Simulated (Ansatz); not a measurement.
Consider Be in the hcp (Mg type) structure (space group P6_3/mmc, No. 194; relaxed with 0.1 eV smearing).

```
Be
1.0
    2.26169     0.00000     0.00000
   -1.13084     1.95868     0.00000
    0.00000     0.00000     3.56916
Be
2
Cartesian
  0.00000   1.30579   2.67687
  1.13084   0.65289   0.89229
```

Cartesian axes are those of the cell as printed.

All numbers come from r2SCAN (Ansatz, a first-principles code), no SOC.

Base values:

- Pressure = 0.0 GPa
- Volume per atom = 7.91 Å³

The change: tensile biaxial strain of 0.75 % in the plane normal to [001], as in epitaxy on a mismatched substrate; the out-of-plane cell vector and the atoms relax.

Question: Estimate the effect on the pressure.

Answer: The pressure (mean of the normal stresses, compression positive) goes from zero to -1.7 GPa.

Question: What happens to the volume per atom?

Answer: The volume per atom increases by 0.118 Å³ to 8.02 Å³.

Stability against distortions was not tested.
